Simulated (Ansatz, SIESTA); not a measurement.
# One structure in several programs: LaSi₂Pt₂ (P1, 5 atoms in the cell)

Self-consistent single point, at a second geometry (atoms moved at random). First geometry:

```yaml
crystal:
  lattice:
    - [-2.12046, 2.12046, 4.90893]
    - [2.12046, -2.12046, 4.90893]
    - [2.12046, 2.12046, -4.90893]
  atoms:
    - { symbol: La, position: [0.00000, 0.00000, 0.00000] }
    - { symbol: Si, position: [0.25000, 0.75000, 0.50000] }
    - { symbol: Si, position: [0.75000, 0.25000, 0.50000] }
    - { symbol: Pt, position: [0.63737, 0.63737, 0.00000] }
    - { symbol: Pt, position: [0.36263, 0.36263, 0.00000] }
```

Second geometry:
```xyz
5
Lattice="-2.1205 2.1205 4.9089 2.1205 -2.1205 4.9089 2.1205 2.1205 -4.9089" Properties=species:S:1:pos:R:3 pbc="T T T"
La     0.0547    -0.0261    -0.0271
Si     2.0892     0.0494     2.5323
Si     0.0042     2.1343     2.4729
Pt     0.0347    -0.0227     6.2278
Pt    -0.0622    -0.0144     3.5209
```

Shared settings, as Ansatz (a program for electronic structure) writes them: kpoints.mp_grid.grid = 9 9 9; scf.occupations.method = gaussian; scf.occupations.width = 0.136 eV. Potentials and cutoffs stand in the table.

```
code                                                                                                                            model  ΔF from the first geometry (meV/atom)  pressure (GPa)  largest force (eV/Å)       cutoff
------  -----------------------------------------------------------------------------------------------------------------------------  -------------------------------------  --------------  --------------------  -----------
Ansatz                                                                                                PBEsol, PAW files made with PBE                                   28.5            6.78                 1.308       420 eV
SIESTA  GGA PBEsol, numerical atomic orbitals DZP, PseudoDojo PBEsol standard norm-conserving potentials (rewritten from UPF to PSML)                                   30.8            8.78                 1.513  grid 300 Ry
```

Size of the force on each atom (eV/Å): Sizes of forces hide their directions.

| code | La1 | Si2 | Si3 | Pt4 | Pt5 |
|---|---|---|---|---|---|
| Ansatz | 0.616 | 1.268 | 0.702 | 0.611 | 1.308 |
| SIESTA | 0.653 | 1.371 | 0.762 | 0.650 | 1.513 |

On Ansatz's run: spin-orbit coupling is off. Spin polarisation is off.

The spread over the programs that give each value: ΔF from the first geometry within 2.3 meV/atom; pressure within 2.00 GPa; largest force within 0.205 eV/Å.

SIESTA uses small atom-centred bases, whose incompleteness enters pressures, forces and empty levels differently from a plane-wave cutoff. Ansatz's pressure is given at a fixed set of plane waves, as the other plane-wave codes print theirs; with its correction for the finite basis it is 6.81 GPa.

The starting cell comes from a database of computed structures (which also holds hypothetical and non-ambient phases and stackings), without a prior relaxation at this level. Its lattice was rescaled by a random factor within 2.5 % of one. For this run, on top of that: atoms moved at random.

Keys are those of Ansatz 0.2.
